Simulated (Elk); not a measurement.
Input and output of a self-consistent single point for MnPd (P4/mmm, 2 atoms in the cell) (Elk)

Computed with LDA (PW92), all-electron FP-LAPW, Elk's shipped species files, APW+lo basis with extra local orbitals (Elk).

Input:

```
tasks
  0

xctype
  3

spinpol
  .true.

reducebf
  0.5

rgkmax
  7.5

gmaxvr
  14.0

nxlo
  2

lorbcnd
  .true.

rmtscf
  0.96

lmaxi
  3

nempty
  12

stype
  3

swidth
  0.00367493

avec
    5.6712003808    0.0000000000    0.0000000000
    0.0000000000    5.6712003808    0.0000000000
    0.0000000000    0.0000000000    6.3182615032

atoms
  2   : nspecies
  'Mn.in'   : spfname
  1   : natoms; atposl, bfcmt below
  0.0000000000  0.0000000000  0.0000000000    0.0 0.0 -1.0
  'Pd.in'   : spfname
  1   : natoms; atposl, bfcmt below
  0.5000000000  0.5000000000  0.5000000000    0.0 0.0 0.0

ngridk
  9 9 8
```

The program printed (abridged):

```
│ Elk code version 10.2.4 │

All units are atomic (Hartree, Bohr, etc.)

│ Ground-state run starting from atomic densities │

Lattice vectors :
   5.671200381       0.000000000       0.000000000
   0.000000000       5.671200381       0.000000000
   0.000000000       0.000000000       6.318261503

Unit cell volume      :    203.2111725
Brillouin zone volume :    1.220652439

Muffin-tin inner radius fraction :   0.1000000000E-01

Nuclei treated as point charges

Species :    1 (Mn)
 parameters loaded from : Mn.in
 name : manganese
 nuclear charge    :   -25.00000000
 electronic charge :    25.00000000
 atomic mass :    100145.9369
 muffin-tin radius :    2.304000000
 number of radial points in muffin-tin :    497
 atomic positions (lattice), magnetic fields (Cartesian) :
   1 :   0.00000000  0.00000000  0.00000000    0.00000000  0.00000000 -1.00000000

Species :    2 (Pd)
 parameters loaded from : Pd.in
 name : palladium
 nuclear charge    :   -46.00000000
 electronic charge :    46.00000000
 atomic mass :    193991.7925
 muffin-tin radius :    2.496000000
 number of radial points in muffin-tin :    497
 atomic positions (lattice), magnetic fields (Cartesian) :
   1 :   0.50000000  0.50000000  0.50000000    0.00000000  0.00000000  0.00000000

Total number of atoms per unit cell :    2

Spin treatment :
 spin-polarised
 global magnetic field (Cartesian) :    0.000000000       0.000000000       0.000000000
 collinear magnetisation in z-direction

Number of Bravais lattice symmetries :   16
Number of crystal symmetries         :   16
Crystal has inversion symmetry
Real symmetric eigensolver will be used

k-point grid :      9     9     8
k-point offset :    0.000000000       0.000000000       0.000000000
k-point set is reduced with full crystal symmetry group
Total number of k-points :       75

Muffin-tin radius times maximum |G+k| :    7.500000000
 using average radius
   [... lines left out ...]
 potential will be trimmed for |G| > 2 gkmax
Constant for pseudocharge density :    9
Radial integration step length :    4

G-vector grid sizes :     27    27    30
Number of G-vectors :     9381

Maximum angular momentum used for
 APW functions                      :    8
 outer part of muffin-tin           :    6
 inner part of muffin-tin           :    3

Total nuclear charge    :   -71.00000000
Total core charge       :    38.00000000
Total valence charge    :    33.00000000
Total excess charge     :    0.000000000
Total electronic charge :    71.00000000

Effective Wigner radius, rₛ :   0.8807788442

Number of empty states         :   24
Total number of valence states :   82
Total number of core states    :   38

Conduction state local-orbitals added automatically
Total number of local-orbitals :  166

Exchange-correlation functional :      3     0     0
 Perdew-Wang/Ceperley-Alder, Phys. Rev. B 45, 13244 (1992)
 gradient requirement :    0
 local density approximation (LDA)

Smearing type :    3
 Fermi-Dirac
Smearing width :   0.3674930000E-02
Effective electronic temperature (K) :    1160.451112

Mixing type :    3
 Broyden mixing, J. Phys. A: Math. Gen. 17, L317 (1984)

Kohn-Sham potential initialised from atomic data
│ Self-consistent loop started │
│ Loop number : 1 │
 total energy                :     -6166.69385566
 total moment                :    1.445219900
│ Loop number : 2 │
 total energy                :     -6168.99968946
 total moment                :    1.807803213
RMS change in Kohn-Sham potential (target) :    1.181069101     (  0.1000000000E-05)
Absolute change in total energy (target)   :    2.305833803     (  0.1000000000E-03)
│ Loop number : 3 │
 total energy                :     -6181.95304320
 total moment                :    2.587283298
RMS change in Kohn-Sham potential (target) :   0.8508373467     (  0.1000000000E-05)
Absolute change in total energy (target)   :    13.52981219     (  0.1000000000E-03)
│ Loop number : 4 │
 total energy                :     -6189.37112382
 total moment                :    3.506349221
RMS change in Kohn-Sham potential (target) :   0.5231524402     (  0.1000000000E-05)
Absolute change in total energy (target)   :    10.80053367     (  0.1000000000E-03)
│ Loop number : 5 │
 total energy                :     -6191.78622642
   [... lines left out ...]
 total moment                :    4.423199710
RMS change in Kohn-Sham potential (target) :   0.7820273283E-05 (  0.1000000000E-05)
Absolute change in total energy (target)   :   0.1459148053E-02 (  0.1000000000E-03)
│ Loop number : 18 │
 total energy                :     -6198.87049401
 total moment                :    4.423237659
RMS change in Kohn-Sham potential (target) :   0.6024132960E-05 (  0.1000000000E-05)
Absolute change in total energy (target)   :   0.2322845266E-03 (  0.1000000000E-03)
│ Loop number : 19 │
 total energy                :     -6198.87031437
 total moment                :    4.423285449
RMS change in Kohn-Sham potential (target) :   0.1009372439E-05 (  0.1000000000E-05)
Absolute change in total energy (target)   :   0.2377046449E-03 (  0.1000000000E-03)
│ Loop number : 20 │
 total energy                :     -6198.87034462
 total moment                :    4.423290653
RMS change in Kohn-Sham potential (target) :   0.6238797089E-06 (  0.1000000000E-05)
Absolute change in total energy (target)   :   0.2917771144E-04 (  0.1000000000E-03)
Convergence targets achieved

│ Loop number : 21 │

Energies :
 Fermi                       :     0.289168874629
 sum of eigenvalues          :     -3685.92734246
 electron kinetic            :      6434.22227372
 core electron kinetic       :      6140.82818281
 Coulomb                     :     -12443.5067822
 Coulomb potential           :     -9868.90119563
 nuclear-nuclear             :     -651.207366803
 electron-nuclear            :     -13715.6976351
 Hartree                     :      1923.39821972
 Madelung                    :     -7509.05618434
 xc potential                :     -250.983698581
 xc effective B-field        :    -0.264758836161
 external B-field            :      0.00000000000
 exchange                    :     -183.128496399
 correlation                 :     -6.45607239321
 electron entropic           :    -0.129114632530E-02
 total energy                :     -6198.87036838
 (external B-field energy excluded from total)

Density of states at Fermi energy :    28.10718512
 (states/Hartree/unit cell)

Estimated indirect band gap :   0.2547141372E-02
 from k-point     67 to k-point     58
Estimated direct band gap   :   0.2677515087E-02
 at k-point     46

Charges :
 core                        :    38.00000000
 valence                     :    33.00000000
 interstitial                :    2.614526499
 muffin-tins (core leakage)
  species :    1 (Mn)
   atom    1                 :    23.49055062     (  0.4533262654E-11)
  species :    2 (Pd)
   atom    1                 :    44.89492288     (  0.1027449059E-07)
 total in muffin-tins        :    68.38547350
 total calculated charge     :    71.00930102
 total charge                :    71.00000000
 error                       :   0.9301018619E-02

Moments :
 interstitial                :   0.1819201649
 muffin-tins
  species :    1 (Mn)
   atom    1                 :    3.849782790
  species :    2 (Pd)
   atom    1                 :   0.3915895480
 total in muffin-tins        :    4.241372338
 total moment                :    4.423292503

│ Self-consistent loop stopped │
```

The run converged in 21 iterations. The count includes the last loop, which Elk runs after its targets are met.

The starting cell comes from a database of computed structures (which also holds hypothetical and non-ambient phases and stackings), without a prior relaxation at this level. The magnetic order is the one reached from the typed start; others were not searched systematically. Values depend on the basis (sphere radii, cutoffs, local orbitals), which need not be converged. The log's line on a gap gives a spacing of levels on this mesh, which the program prints for metals too.

Cost on one core of a shared machine: roughly 60 s.
